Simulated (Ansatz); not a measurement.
Take AlN in the zinc blende structure (space group F-43m, No. 216; a = 4.3423 Å) as the base. Axes: x, y, z lie along the cube axes.

Level of theory: LDA (Ansatz, an electronic-structure program; PAW; 420 eV plane waves; scalar-relativistic without spin-orbit coupling).

For the base:

| Item | Value |
|---|---|
| Pressure | 0.00 GPa |
| Electron mass | 0.52 mₑ along k, 0.32 mₑ across (at X) |

One thing is altered: tensile biaxial strain of 0.50 % in the plane normal to [001], as in epitaxy on a mismatched substrate; the out-of-plane cell vector and the atoms relax.

Q: How does this affect the pressure, out-of-plane strain, energy relative to the base, valence-band top at Γ and electron mass?

A: The pressure (mean of the normal stresses, compression positive) goes from zero to -0.92 GPa; the out-of-plane strain comes out as -0.56 %; the energy grows by 0.4 meV/atom; the valence-band top at Γ (three highest levels, from the VBM) amounts to 0.00, -0.04, -0.04 eV; the electron mass changes from 0.52 mₑ along k, 0.32 mₑ across (at X) to 0.51 mₑ along k, 0.33 mₑ across (at X).

The levels and masses belong to the bands next to the band gap. Effective masses come from finite differences of ±0.01 Å⁻¹. Along k means along the line from Γ to the band edge. Stability against distortions was not tested. This is not the structure that AlN has at room temperature and ambient pressure.
